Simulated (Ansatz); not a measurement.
Here is the system:

```
CELL_PARAMETERS angstrom
      3.86761     0.00000     0.00000
      1.93380     3.34945     0.00000
      1.93380    -1.11648     3.10119
ATOMIC_POSITIONS crystal
  Si 0.00160 0.99920 0.99760
  Si 0.49840 0.25080 0.75240
```

No spin polarisation.

All numbers come from Kohn–Sham DFT with the LDA functional, run in Ansatz (a quantum-chemistry and plane-wave program) with PAW and 420 eV plane waves, no SOC. Γ-centred 11×11×11 mesh, Fermi–Dirac width 0.05 eV.

Predict the valence-band top at Γ and band gap.

Valence-band top at Γ (three highest levels, from the VBM): 0.00, -0.16, -0.16 eV
Band gap: 0.36 eV

The cells carry an imposed strain or load. Stability against distortions was not tested. The cell was made from Si in the diamond structure (space group Fd-3m, No. 227) by this change: biaxial strain +1.25 %, plane normal [111], relaxed out of plane.
